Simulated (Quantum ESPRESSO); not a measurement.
# Short convergence ladders for CdS (F-43m, 2 atoms in the cell)

```
CELL_PARAMETERS angstrom
      0.00000     2.89545     2.89545
      2.89545     0.00000     2.89545
      2.89545     2.89545     0.00000
ATOMIC_POSITIONS crystal
  Cd 0.00000 0.00000 0.00000
  S  0.25000 0.25000 0.25000
```

Base method: PBE, SSSP 1.1.2 efficiency (PBE) pseudopotentials (plane waves; Quantum ESPRESSO).

Base settings: ecutwfc = 45 Ry; ecutrho = 360 Ry; occupations = smearing; smearing = fd; degauss = 0.00147 Ry; potentials = {Cd: Cd.pbe-dn-rrkjus_psl.0.3.1.UPF, S: s_pbe_v1.4.uspp.F.UPF}; K_POINTS = automatic 7 7 7 0 0 0; conv_thr = 1e-09 Ry.

Core times come from one kind of shared machine, to one figure; runs under 30 s give none.

**Zone-centre phonons against the mesh**

In this ladder: occupations = fixed; smearing = default; degauss = default; nbnd = 15; ph.x.tr2_ph = 1e-14; ph.x.fildyn = dyn.G; ph.x.epsil = true; dynmat.x.fildyn = dyn.G; dynmat.x.asr = crystal.

Only quantities that move along the ladder and can be compared are tabulated.

| K_POINTS | largest Born charge (mean of the diagonal) (e) | mean ε∞ | core time / last (rough) |
|---|---|---|---|
| automatic 3 3 3 0 0 0 | 3.422 | 19.949 | 0.2 |
| automatic 5 5 5 0 0 0 | 2.339 | 8.532 | 0.5 |
| automatic 8 8 8 0 0 0 | 2.171 | 6.528 | 1 |
| automatic 9 9 9 0 0 0 | 2.162 | 6.374 | 1 |

Coarsest K_POINTS that holds the mean ε∞ within 0.5 of the last step, with all finer ones: automatic 8 8 8 0 0 0; the step before is off by 2.2.

Coarsest K_POINTS that holds the largest Born charge (mean of the diagonal) within 0.05 e of the last step, with all finer ones: automatic 8 8 8 0 0 0; the step before is off by 0.18 e.

The dielectric constant is not shown to be converged to 2 % within this ladder.

**The dielectric constant against the mesh**

In this ladder: occupations = fixed; smearing = default; degauss = default; nbnd = 15; ph.x.tr2_ph = 1e-14; ph.x.trans = false; ph.x.epsil = true; ph.x.zeu = true.

Only quantities that move along the ladder and can be compared are tabulated.

| K_POINTS | largest Born charge (mean of the diagonal) (e) | mean ε∞ |
|---|---|---|
| automatic 3 3 3 0 0 0 | 3.422 | 19.949 |
| automatic 4 4 4 0 0 0 | 2.609 | 11.348 |
| automatic 5 5 5 0 0 0 | 2.339 | 8.532 |
| automatic 15 15 15 0 0 0 | 2.151 | 6.158 |

Coarsest K_POINTS that holds the largest Born charge (mean of the diagonal) within 0.05 e: not settled: the last two steps still differ by 0.19 e, over half the tolerance, so the ladder does not show it.

Coarsest K_POINTS that holds the mean ε∞ within 0.5 : not settled: the last two steps still differ by 2.4 , over half the tolerance, so the ladder does not show it.

The dielectric constant is not shown to be converged to 2 % within this ladder.

On the base run: the starting cell has typed, rounded lattice constants, without a prior relaxation at this level. Its lattice was rescaled by up to half a per cent. In the base run, with a pressure of about 4 GPa the cell is away from its equilibrium volume at this level.
